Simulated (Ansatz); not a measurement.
## Pressure series in TiAl

Take TiAl (space group P4/mmm, No. 123; a = 2.8241 Å, c = 4.0706 Å) as the base.

Cell and atoms are relaxed at each pressure.

Calculations: PBE (Ansatz, a program for electronic structure), without spin-orbit coupling, earlier PAW set.

Notes on the quantities. enthalpy: H = E + PV relative to the base's energy.

```tsv
change	volume per atom	enthalpy
base	16.23 Å³	–
pressure −2 GPa	16.53 Å³	-0.20 eV/atom
pressure −1 GPa	16.38 Å³	-0.10 eV/atom
pressure 0.9 GPa	16.11 Å³	+0.09 eV/atom
pressure 2.1 GPa	15.95 Å³	+0.21 eV/atom
pressure 4.5 GPa	15.64 Å³	+0.45 eV/atom
pressure 9 GPa	15.15 Å³	+0.88 eV/atom
pressure 15 GPa	14.58 Å³	+1.44 eV/atom
pressure 22.5 GPa	13.99 Å³	+2.10 eV/atom
pressure 30 GPa	13.49 Å³	+2.75 eV/atom
```

Load acts through the strain it causes; cell and atoms are relaxed under it. Whether these cells are dynamically stable was not tested. No other phases were tried under pressure. All final runs are without spin polarisation.
